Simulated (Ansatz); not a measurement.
Take TiO2 in the rutile structure (space group P4_2/mnm, No. 136) as the base.

```
TiO2
1.0
    4.59120     0.00000     0.00000
    0.00000     4.59120     0.00000
    0.00000     0.00000     2.93905
Ti O
2 4
Direct
  0.00000   0.00000   0.00000
  0.50000   0.50000   0.50000
  0.30444   0.30444   0.00000
  0.80444   0.19556   0.50000
  0.19556   0.80444   0.50000
  0.69556   0.69556   0.00000
```

Cartesian axes are those of the cell as printed.

Computed with plane-wave PAW DFT at the PBEsol level (Ansatz, a first-principles code, 420 eV), without spin-orbit coupling.

Base values:

Pressure: 0.0 kbar
Band gap: 1.87 eV

One thing is altered: uniaxial strain ε_zz = −0.60 %, all other strain components held at zero, atoms relaxed at fixed cell.

How does this affect the energy relative to the base, pressure and band gap?

The energy rises by 0.6 meV/atom; the pressure (mean of the normal stresses, compression positive) goes from zero to 16.7 kbar; the band gap grows by 0.01 eV, from 1.87 eV to 1.88 eV.

Whether these cells are dynamically stable was not tested. All final runs are without spin polarisation.
